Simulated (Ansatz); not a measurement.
Start from TlBr in the CsCl type structure (space group Pm-3m, No. 221; a = 3.840 Å).

Method: Ansatz (a program for electronic structure) LDA, spin-orbit coupling left out.

For the base:

| Quantity | Result |
|---|---|
| Band gap | 1.37 eV |
| Electron mass | 0.12 mₑ along k, 0.19 mₑ across (at X) |
| Pressure | -0.01 GPa |

Perturbation: an isotropic linear strain of +2.00 %; the atoms relax in the strained cell.

**Question.** What does the calculation give for the band gap after the change?

**Answer.** The band gap goes up by 0.17 eV (1.37 eV → 1.54 eV).

**Question.** How does this affect the energy relative to the base?

**Answer.** The energy rises by 9.9 meV/atom.

**Question.** Estimate the effect on the electron mass.

**Answer.** The electron mass becomes 0.13 mₑ along k, 0.20 mₑ across (at X) (base: 0.12 mₑ along k, 0.19 mₑ across (at X)).

**Question.** What happens to the pressure?

**Answer.** The pressure falls by 1.71 GPa (-0.01 GPa → -1.72 GPa).

Spin-orbit coupling, missing from the scalar runs, can matter with Tl. Masses are band curvatures over ±0.01 Å⁻¹ around the edge. Along k means along the line from Γ to the band edge. No phonon test of stability was made.
